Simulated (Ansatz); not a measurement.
Cell and atoms of amorphous Ti$_{20}$O$_{43}$Al$_{2}$:

```
Al2Ti20O43
1.0
    9.25363     0.00000     0.00000
    0.00000     9.25363     0.00000
    0.00000     0.00000     9.25363
Ti O Al
20 43 2
Cartesian
  6.58123   4.67603   8.22455
  1.84736   3.10450   5.16586
  8.74840   6.07923   0.89284
  2.22511   8.03154   0.18705
  6.79737   8.66330   0.06710
  2.31964   3.15443   8.61432
  3.94098   0.38486   7.87800
  3.84300   5.44161   1.30183
  4.68060   4.65474   4.29997
  3.33898   1.26335   2.51028
  0.06385   0.96194   7.79381
  5.41240   7.74461   3.31282
  7.26459   2.90095   5.53539
  5.05068   2.47926   0.56684
  7.49640   7.47461   6.26623
  0.94781   5.68497   7.35776
  9.19798   5.12470   4.05613
  8.55538   3.05604   0.97913
  7.66759   0.54395   3.32434
  1.50057   7.85649   2.95296
  8.19848   1.98488   6.97894
  5.21873   6.44738   2.12312
  3.64731   3.63524   5.33919
  8.56383   4.76559   8.73444
  6.89049   7.85858   4.59765
  4.09408   8.90930   6.28849
  2.01794   7.96307   4.76665
  4.00121   8.85978   3.20527
  8.30973   1.86105   2.28435
  5.43615   0.79528   9.14293
  1.50456   3.95371   6.98828
  6.43396   4.24550   4.40579
  4.96693   4.55512   0.03017
  2.50378   6.77669   1.80862
  7.20443   6.80558   0.45282
  0.70693   6.91609   8.94982
  3.86616   4.30733   2.64163
  6.60356   8.46260   7.52241
  6.61109   8.80062   2.17136
  9.09687   8.62947   6.61039
  1.38956   1.48718   6.11225
  6.79196   1.38939   4.68099
  6.87046   3.05754   0.35668
  8.39124   0.17571   9.24926
  3.08746   2.23764   0.94117
  6.22218   3.47092   6.98204
  5.08738   1.94260   2.29925
  0.10715   9.21149   3.79447
  3.94416   7.98206   9.02951
  1.62900   4.90471   4.15750
  1.85052   9.18781   1.68641
  2.46636   6.52753   6.98979
  4.47507   6.48538   4.73608
  6.65086   6.01564   7.01338
  0.66750   2.36886   9.10224
  2.04978   0.19540   8.24772
  2.26417   2.01940   3.71598
  8.76393   4.52005   2.11697
  8.99262   3.42201   4.82207
  9.24404   6.81181   2.70831
  9.05496   6.05473   5.87337
  2.33873   4.75814   0.12337
  3.83501   2.29276   7.87981
  0.91597   9.23696   5.34553
  3.37946   7.39224   5.76732
```

Methods: PBE, scalar-relativistic without spin-orbit coupling (Ansatz, a first-principles code); r2SCAN, scalar-relativistic without spin-orbit coupling (Ansatz); HSE06, scalar-relativistic without spin-orbit coupling (Ansatz). Neutral PBE cell, which sets geometry, pressure and energy: sampling: a 2×2×2 Γ-centred mesh; Fermi-Dirac width 0.02 eV; no spin polarisation. Exact exchange is cut at the faces of this 9 Å cell, which leaves hybrid gaps a finite-size error.

A CHGNet melt-quench gave the starting glass, which DFT then relaxed. O atoms were pushed apart under 1.9 Å during the dynamics, to hinder bonds among them. The hot cell started wider than the set density and was brought back towards it in steps. It is the lowest in DFT energy of 2 quenches. It is a model cell: composition and starting density were chosen by hand, and all elements were melted together. No dispersion term was used. The simulated quench is rapid and tends to freeze in more defects than a deposited or slowly cooled glass has. Values belong to this one cell and scatter from quench to quench. The volume was held where the preparation left it.

Give the pressure, the energy against reference phases and the spacing of the highest filled and lowest empty levels.


```json
{
  "Pressure on a 2×2×2 Γ-centred mesh": "3.35 GPa",
  "Largest force and stress component on that mesh (the relaxation ran on the zone centre alone)": "0.11 eV/Å and 4.7 GPa",
  "Energy relative to anatase TiO2 + corundum (lowest mix at this level among the phases computed, not always the ambient ones)": "0.156 eV/atom",
  "Level gap on a 2×2×2 Γ-centred mesh (PBE)": "2.55 eV",
  "Level gap at the zone centre (PBE)": "2.58 eV",
  "Level gap at the zone centre (r2SCAN)": "2.91 eV",
  "Level gap at the zone centre (HSE06)": "4.09 eV",
  "Distance between the nearest levels spread over more than a fifth of the atoms or a third of the atoms of their main element (six at least) (PBE, zone centre)": "2.82 eV"
}
```

At PBE and the zone centre, how localised are the states just below and above the Fermi level (participation number: the atoms over which a state spreads)?

The highest filled state is spread over 6.2 atoms' worth, largest on O54, with weights by element (charge in smoothed Voronoi cells) O 0.92, Ti 0.08, Al 0.00. The lowest empty state is spread over 15.1 atoms' worth, largest on Ti20, with weights by element (charge in smoothed Voronoi cells) Ti 0.81, O 0.19, Al 0.00.

At PBE the levels at the filled edge of the gap are localised (band-tail or defect states).

Bonds are counted up to Ti-Ti 3.12 Å, Ti-O 2.46 Å, Ti-Al 2.89 Å, O-O 1.58 Å, O-Al 2.24 Å, Al-Al 2.66 Å. Two cations that share two anions don't count as bonded, nor two that share one unless they lie closer than Ti-Ti 3.04 Å, Ti-Al 2.81 Å, Al-Al 2.59 Å.

Added carriers, by PBE, scalar-relativistic without spin-orbit coupling in Ansatz on the zone centre alone. Charged cells keep the cell fixed and stand in a uniform background, with no image correction, at a width of 0.01 eV; where the count is odd the moment is locked at 1 μB, unless the neutral cell bore moments. Each starts from the undistorted neutral geometry alone. PBE's self-interaction favours spread-out carriers, so it can miss traps that a hybrid finds.

What happens at PBE when the cell takes an extra electron and the atoms relax?

Relaxation lowers the charged cell by 0.09 eV. The largest moves are Ti20 0.12 Å, O28 0.11 Å, Ti17 0.09 Å, O51 0.09 Å. The level that holds the added charge spreads over 10.3 atoms' worth, most on Ti20 (weight 0.26): a partly localised carrier. No bond crosses its cut-off with a change of over 0.15 Å (metal-metal contacts aside). Made neutral again at that geometry, the cell lies +0.16 eV from the neutral start.

What happens at PBE when the cell takes a hole and the atoms relax?

Relaxation lowers the charged cell by 0.53 eV. The largest moves are O46 0.36 Å, Ti1 0.23 Å, O54 0.21 Å, O38 0.20 Å. The level that was emptied spreads over 4.3 atoms' worth, most on O54 (weight 0.38): a localised (trapped) carrier, which neighbours of that atom can share. Bonds formed: Ti1-O35. Made neutral again at that geometry, the cell lies +0.95 eV from the neutral start.
